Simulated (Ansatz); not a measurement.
Migration barriers of dopant-vacancy pairs in metallic hosts: PBE bands (Ansatz, a first-principles code, plane waves to 420 eV, PAW, climbing-image NEB) beside r2SCAN single points (500 eV) at the PBE geometries. Forward barriers of single hops from the lowest site run, static nuclei, no finite-size correction. The rows are a random draw from the bands that converged and passed our checks of state and shape. Saddle orders were checked for a part of the study's bands only and are not shown. Vacancies start on their lattice site; split forms were not set up. Spin-orbit coupling is left out.

```csv
Defect,Route,"Hop (Å), direction in the unit cell","End over start, densest mesh run (eV)",Cell and PBE mesh,r2SCAN k-points,PBE (eV)
"Os-vacancy pair (Os on Mo, Mo vacant) in bcc Mo, charge 0",Os changes places with the vacancy (Os-vacancy distance between ideal sites 2.74 Å throughout),"2.76 along (0.50, 0.50, 0.50)",0.00,"36 sites, 2×2×3 shifted",same mesh,1.11
"Sn-vacancy pair (Sn on Cu, Cu vacant) in fcc Cu, charge 0",Sn changes places with the vacancy (Sn-vacancy distance between ideal sites 2.57 Å throughout),"2.11 along (0.00, 0.41, 0.41)",0.00,"32 sites, 2×2×2 shifted",same mesh,0.34
"Os-vacancy pair (Os on Al, Al vacant) in fcc Al, charge 0",Os changes places with the vacancy (Os-vacancy distance between ideal sites 2.86 Å throughout),"3.24 along (0.00, 0.57, 0.57)",0.00,"32 sites, 3×3×3 shifted",same mesh,2.11
"Cu-vacancy pair (Cu on Ru, Ru vacant) in hcp Ru, charge 0",a nearby Ru jumps into the vacancy (Cu-vacancy distance between ideal sites 2.66 → 4.68 Å),"2.76 along (1.02, 0.00, 0.00)",0.08,"36 sites, 3×3×3 shifted along c",same mesh,2.20
"Ta-vacancy pair (Ta on W, W vacant) in bcc W, charge 0",Ta changes places with the vacancy (Ta-vacancy distance between ideal sites 2.76 Å throughout),"2.56 along (0.47, 0.47, 0.46)",0.00,"36 sites, 2×2×3 shifted",same mesh,1.28
"Pd-vacancy pair (Pd on Ru, Ru vacant) in hcp Ru, charge 0",Pd changes places with the vacancy (Pd-vacancy distance between ideal sites 2.66 Å throughout),"2.51 along (-0.63, -0.32, 0.47)",0.00,"36 sites, 2×2×2 shifted along c",same mesh,1.72
"Nb-vacancy pair (Nb on W, W vacant) in bcc W, charge 0",Nb changes places with the vacancy (Nb-vacancy distance between ideal sites 2.76 Å throughout),"2.56 along (0.47, 0.47, 0.46)",0.00,"36 sites, 2×2×3 shifted",same mesh,1.11
"V-vacancy pair (V on W, W vacant) in bcc W, charge 0",V changes places with the vacancy (V-vacancy distance between ideal sites 2.76 Å throughout),"2.73 along (0.50, 0.50, 0.49)",0.00,"36 sites, 2×2×3 shifted",same mesh,1.23
```

Question: What does r2SCAN give for each row, and how does it differ from PBE over these rows?

Answer: In the order of the rows: 1.25, 0.40, 2.37, 2.20, 1.38, 1.69, 1.17, 1.33 eV. Against PBE it lies higher in 6 of 8 rows and lower in 1 (differences over 0.03 eV). The mean difference is +0.09 eV (median +0.08) and the mean size 0.09 eV; the largest, +0.26 eV, is in row 3.
